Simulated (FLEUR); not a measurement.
Worked example: self-consistent single point of Pb (Fm-3m, 1 atom in the cell) in FLEUR.

Method of the run: PBE, all-electron FLAPW (FLEUR), scalar-relativistic valence in FLEUR.

The change in words: lattice scaled by 0.98. Reference geometry:
```
Pb
1.0
    0.00000     2.47500     2.47500
    2.47500     0.00000     2.47500
    2.47500     2.47500     0.00000
Pb
1
Direct
  0.00000   0.00000   0.00000
```

Reference input (self-consistent single point, DFT, PBE, all-electron FLAPW (FLEUR), scalar-relativistic valence): Kmax = 3.8 1/bohr; GmaxXC = 15.2 1/bohr; xcFunctional = pbe; jspins = 1; l_soc = F; mode = hist; fermiSmearingEnergy = 0.00367493 Htr; mesh (inpgen div1-3) = 9 9 9; inpgen gamma flag = false; Gmax = 15.2 1/bohr; numbands = 0; maxIterBroyd = 15. This run's input differs from it in these lines:

```diff
@@ -3,5 +3,5 @@
 &input film=f /
-0.0000000000 2.4750000000 2.4750000000
-2.4750000000 0.0000000000 2.4750000000
-2.4750000000 2.4750000000 0.0000000000
+-0.0000000000 2.4255000000 2.4255000000
+2.4255000000 -0.0000000000 2.4255000000
+2.4255000000 2.4255000000 -0.0000000000
 1.8897261246
@@ -42,5 +42,5 @@
          <bravaisMatrix>
-            <row-1>    0.0000000000000000     4.6770721583850001     4.6770721583850001</row-1>
-            <row-2>    4.6770721583850001     0.0000000000000000     4.6770721583850001</row-2>
-            <row-3>    4.6770721583850001     4.6770721583850001     0.0000000000000000</row-3>
+            <row-1>    0.0000000000000000     4.5835307152173002     4.5835307152173002</row-1>
+            <row-2>    4.5835307152173002     0.0000000000000000     4.5835307152173002</row-2>
+            <row-3>    4.5835307152173002     4.5835307152173002     0.0000000000000000</row-3>
          </bravaisMatrix>
```

Output, abridged:

```
 Iteration:     1   Distance:       5.82633626 me/bohr^3
 Iteration:     2   Distance:       5.45693019 me/bohr^3
 Iteration:     3   Distance:       1.16216443 me/bohr^3
 Iteration:     4   Distance:       0.21243652 me/bohr^3
 Iteration:     5   Distance:       0.21436009 me/bohr^3
   [... 3 lines left out ...]
 Iteration:     9   Distance:       0.00044218 me/bohr^3
 Iteration:    10   Distance:       0.00006033 me/bohr^3
 Iteration:    11   Distance:       0.00006148 me/bohr^3
 Iteration:    12   Distance:       0.00000220 me/bohr^3
 Run finished successfully
 Stop message:
   Structural relaxation: Done

[file out, last iteration]
             iter=     13
[...]
          total density-effective poten   -3.7307190642E+04
          total charge density-energy d   -3.9036537318E+02
 Updated energy parameters for spin:           1
[...]
 fermi energy and band-weighting factors:

[...]
FERMIE:
          first approx. to ef    (T=0)  :   0.324806 htr   (energy of the highest occ. eigenvalue)
          number of occ. states  (T=0)  :        240
          first approx. to seigv (T=0)  :  -2.356769 htr
          sum of weights of occ. states :   7.017833
          sum of semicore charge        :   0.000000 e
FERHIS:  Fermi-Energy by histogram:
          bandgap                     :   0.011217 htr
   [... lines left out ...]
          charge neutrality (T=0)     :   0.035665    (zero if the highest occ. eigenvalue is "entirely" occupied)
     EF_NEWTON:  Adjust Fermi-Energy by Newton-Method.
 Direct bandgap for spin            1 :    6.0183352308821991E-002  Htr
   [... lines left out ...]
 ---->    (input%tkb*entropy) TS=              0.0004187758 htr
 ---->    free energy=                    -20928.6640001876 htr
      extrapolation for T->0
 ---->    total electron energy=          -20928.6637907997 htr
 ***** TOTAL FORCES ON ATOMS *****
 TOTAL FORCE FOR ATOM TYPE=  1  X=  0.000   Y=  0.000   Z=  0.000
                       FX_TOT= 0.000000 FY_TOT= 0.000000 FZ_TOT= 0.000000
 Structural relaxation: Done
```

The run converged in 12 iterations. FLEUR gives forces in its relaxation mode, with a further iteration, so its stop message speaks of a relaxation. Against the reference run the free energy rises by 45.3 meV/atom.

The starting cell has typed, rounded lattice constants, without a prior relaxation at this level. For this run, on top of that: lattice scaled by 0.98. Spin-orbit coupling is off. Values depend on the basis (sphere radii, cutoffs, local orbitals), which need not be converged. The log's line on a gap gives a spacing of levels on this mesh, which the program prints for metals too.
